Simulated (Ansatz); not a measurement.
System: Nb2SnC (P6₃/mmc, No. 194, 8 atoms in the cell; start mp-5443). Method: LDA in Ansatz (plane waves, PAW).

Numerical settings: plane-wave cutoff 520 eV, 18×18×4 k mesh (along the axes of the cell as run), Fermi–Dirac smearing 0.05 eV, no spin polarisation, scalar-relativistic PAW data made under PBE.

Cell (relaxed at this level):

```yaml
crystal:
  lattice:
    - [3.21374, 0.00000, 0.00000]
    - [-1.60687, 2.78318, 0.00000]
    - [0.00000, 0.00000, 13.63920]
  atoms:
    - { symbol: Nb, position: [0.33333, 0.66667, 0.08319] }
    - { symbol: Nb, position: [0.66667, 0.33333, 0.91681] }
    - { symbol: Nb, position: [0.66667, 0.33333, 0.58319] }
    - { symbol: Nb, position: [0.33333, 0.66667, 0.41681] }
    - { symbol: Sn, position: [0.33333, 0.66667, 0.75000] }
    - { symbol: Sn, position: [0.66667, 0.33333, 0.25000] }
    - { symbol: C, position: [0.00000, 0.00000, 0.00000] }
    - { symbol: C, position: [0.00000, 0.00000, 0.50000] }
```

Q: What does this level give for the bulk modulus B0?

A: 
- bulk modulus B0 = 187 GPa

Note: the run has no spin polarisation, so it can have missed a magnetic state; the bulk modulus is −V dP/dV from two relaxed cells at ±2 % in volume; the relaxation could not lower the start's symmetry, so the cell can be a saddle point above a distorted one.

Spin–orbit coupling is not included; it can open a gap where bands touch, and shift volumes and moduli.

The computed numbers hold no vibrational or temperature effects.

Cost on a shared machine: around 9 core-minutes (rough).

A start named mp-… is a Materials Project structure, which need not be a measured phase.

Ansatz is a program for electronic structure.
